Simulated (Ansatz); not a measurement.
A relaxation of the atoms of SrC2 (P1, 6 atoms in the cell) with Ansatz (an electronic-structure program).

Level of theory: LDA (PW92), default PAW files made with PBE (plane waves; Ansatz).

The change in words: one atom moved by 0.15 angstrom; relax: default → atoms; relax.f_tol: default → 0.2 eV/Å. Reference geometry:
```yaml
crystal:
  lattice:
    - [3.54678, -2.22691, 0.00000]
    - [3.54678, 2.22691, 0.00000]
    - [-2.39740, 0.00000, 7.45146]
  atoms:
    - { symbol: Sr, position: [0.17883, 0.82117, 0.75000] }
    - { symbol: Sr, position: [0.82117, 0.17883, 0.25000] }
    - { symbol: C, position: [0.42227, 0.12839, 0.55761] }
    - { symbol: C, position: [0.57773, 0.87161, 0.44239] }
    - { symbol: C, position: [0.87161, 0.57773, 0.94239] }
    - { symbol: C, position: [0.12839, 0.42227, 0.05761] }
```

Reference input (self-consistent single point, DFT, LDA (PW92), plane waves, default PAW files made with PBE): basis.ecutwfc = 420 eV; kpoints.mp_grid.grid = 7 7 4; hamiltonian.xc = lda; hamiltonian.pseudopotentials = {kind: paw} (the program's default PAW files); scf.occupations.method = fermi_dirac; scf.occupations.width = 0.01 eV. This run's input differs from it in these lines:

```diff
@@ -6,3 +6,3 @@
   atoms:
-    - { symbol: Sr, position_ang: [1.74872825, 1.43043594, 5.58859875] }
+    - { symbol: Sr, position_ang: [1.74872608, 1.43043594, 5.73859674] }
     - { symbol: Sr, position_ang: [2.94742675, -1.43043594, 1.86286625] }
@@ -21,2 +21,4 @@
   occupations: { method: fermi_dirac, width: 0.01 }
+relax:
+  f_tol: 0.2
 output:
```

Output, abridged:

```
   [... SCF lines of the steps left out ...]
relax step   1: F+E_penalty+E_count = -7859.73270536 eV  Δ(F+E_penalty+E_count) = +0.000e0 eV  max|allowed force component| = 8.089e-1 eV/Å  Δτ_max = 0.0000 Å  (6 SCF iters, dr2 threshold 1.00e-4 eV, accepted)
relax step   2: F+E_penalty+E_count = -7859.71465552 eV  Δ(F+E_penalty+E_count) = +1.805e-2 eV  max|allowed force component| = 8.383e-1 eV/Å  Δτ_max = 0.1950 Å  (6 SCF iters, dr2 threshold 4.09e-5 eV, rejected (line search))
relax step   3: F+E_penalty+E_count = -7859.79563910 eV  Δ(F+E_penalty+E_count) = -6.293e-2 eV  max|allowed force component| = 1.843e-1 eV/Å  Δτ_max = 0.0975 Å  (8 SCF iters, accepted)
Free energy (F): -7859.795639 eV
Internal energy: -7859.795639 eV  (E = F + TS)
E sigma→0 (E₀):  -7859.795639 eV
Fermi energy:    4.969750 eV
--- Forces (eV/Å), atoms counted from 1 ---
  atom   1  Sr    -0.01823692    -0.04274586    -0.16476992
  atom   2  Sr     0.00082866     0.03119657     0.07613559
  atom   3  C     -0.00170117    -0.08929492    -0.08129558
  atom   4  C      0.01934020     0.10146132     0.06120210
  atom   5  C      0.01666146    -0.09466083     0.18431081
  atom   6  C     -0.01692734     0.09398848    -0.07564783
--- Stress (GPa, compression-positive) ---
       -4.003238      -0.055140      -0.458760
       -0.055141      -4.655163      -0.020803
       -0.458759      -0.020806      -4.146910
  P = ⅓ Tr σ = -4.2684 GPa (-42.684 kbar)
   [... lines left out ...]
    - { symbol: C, position: [0.42362405671314696, 0.1236996218926755, 0.5630205337542014] }
    - { symbol: C, position: [0.5785101642990401, 0.8776655113536115, 0.44452604961292597] }
    - { symbol: C, position: [0.8767553525669058, 0.5786393006313177, 0.9427231053798124] }
    - { symbol: C, position: [0.12478778132180884, 0.4220312737520585, 0.05999106089621704] }
```

The run converged. 

Summary of the result:
* **Free energy E − TS (on the zero of these files)**: -7859.7956 eV
* **Top of the valence band (on the code's own zero)**: 3.84 eV
* **Gap on the k-point mesh**: 2.26 eV
* **Pressure**: -4.27 GPa
* **Largest force (vector length)**: 0.208 eV/Å
* **Relaxation steps**: 3

The starting cell comes from a database of computed structures (which also holds hypothetical and non-ambient phases and stackings), without a prior relaxation at this level. Its lattice was rescaled by up to half a per cent. For this run, on top of that: one atom moved by 0.15 angstrom. Ansatz's pressure includes its estimate of the finite-basis (Pulay) stress.

Cost on one core of a shared machine: roughly 2 min.

Keys are those of Ansatz 0.2.
